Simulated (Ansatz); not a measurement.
For CsCl-type CoGa, revPBE (plane waves, PAW; Ansatz, a program for electronic structure) gives:

| Quantity | Result |
|---|---|
| lattice constant a | 2.900 Å |
| bulk modulus B0 | 167 GPa |
| cohesive energy | 3.62 eV/atom |
| enthalpy of formation | -0.226 eV/atom |

**Question.** What does r²SCAN-D4 (Ansatz, plane waves, PAW) give for the same quantities?

**Answer.** 
- lattice constant a: 2.834 Å (falls by 2.3 %)
- bulk modulus: 208 GPa (rises by 25 %)
- cohesive energy: 4.13 eV/atom (grows by 0.51 eV/atom)
- formation enthalpy: -0.209 eV/atom (moves by +0.017 eV/atom)

For comparison: lattice constant a 2.878 Å (measured, temperature not stated, copied from a table, unchecked, not corrected to a static lattice; as tabulated in Monatshefte fuer Chemie und verwandte Teile anderer Wissenschaften 123, 509 (1992)).

Changes are worked out from the printed values.

Unless a cell is named, each level is at its own relaxed cell (revPBE 12.19, r²SCAN-D4 11.38 Å³/atom).

The crystal itself was run without spin with revPBE, r²SCAN-D4; a magnetic state was not tried in these runs.

Ansatz's density-functional and Hartree–Fock values are scalar-relativistic unless marked +SOC, with PAW data made under PBE.
